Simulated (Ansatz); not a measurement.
Take TiO$_{2}$ in the rutile structure (space group P4_2/mnm, No. 136; a = 4.644 Å, c = 2.964 Å) as the base.

(Cell as relaxed with PBE.)

Levels (all Ansatz, an electronic-structure program, PAW, earlier PAW set): PBE (420 eV, no SOC); r2SCAN (500 eV, scalar-relativistic without spin-orbit coupling).

Each level relaxes its own structure.

| base | PBE | r2SCAN |
|---|---|---|
| volume per atom | 10.65 Å³ | 10.41 Å³ |
| lattice parameter a | 4.644 Å | 4.597 Å |
| band gap | 1.86 eV | 2.22 eV |

It is then changed as follows: cell and atoms relaxed at a pressure of 10 GPa.

| quantity | PBE | r2SCAN |
|---|---|---|
| gap character | direct at Γ | (withheld) |
| valence-band top at Γ (three highest levels, from the VBM) | 0.00, -0.46, -0.46 eV | (withheld) |
| shift of the gap caused by the change | +0.03 eV | (withheld) |
| lattice parameter a | 4.561 Å | (withheld) |
| band gap | 1.90 eV | (withheld) |

**Question.** What does r2SCAN give?

**Answer.** 
- gap character, r2SCAN: direct at Γ
- valence-band top at Γ (three highest levels, from the VBM), r2SCAN: 0.00, -0.50, -0.50 eV
- shift of the gap caused by the change, r2SCAN: +0.05 eV
- lattice parameter a, r2SCAN: 4.525 Å
- band gap, r2SCAN: 2.28 eV

PBE's lattice parameter a lies 0.036 Å above r2SCAN's (0.8 %); PBE's band gap lies 0.38 eV below r2SCAN's; the two agree on the gap character. Neither level is exact; r2SCAN is the comparison here, not a measurement.

Load acts through the strain it causes; cell and atoms are relaxed under it. Stability against distortions was not tested. Competing high-pressure phases were not computed. The final runs are not spin-polarised.
